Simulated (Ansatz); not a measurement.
Consider CdS in the zinc blende structure (space group F-43m, No. 216).

```
CdS
1.0
    0.00000     2.87831     2.87831
    2.87831     0.00000     2.87831
    2.87831     2.87831     0.00000
Cd S
1 1
Direct
  0.00000   0.00000   0.00000
  0.25000   0.25000   0.25000
```

Cartesian axes are those of the cell as printed.

All numbers come from LDA (Ansatz, a first-principles code, PAW, without spin-orbit coupling).

Perturbation: the cell is stretched by 1.00 % along z with no lateral relaxation; the atoms relax in the strained cell.

Problem. Predict the stress tensor and what it implies for the stiffness.

Solution. Stress of the strained cell less that of the base (GPa, compression positive):
```
  -0.59    0.00    0.00
   0.00   -0.59    0.00
   0.00    0.00   -0.81
```

Then −Δσ_ii/ε with ε = 0.0100 gives relaxed-ion elastic constants: C33 ≈ 81 GPa, C13 ≈ 59 GPa and C23 ≈ 59 GPa.

Stability against distortions was not tested.
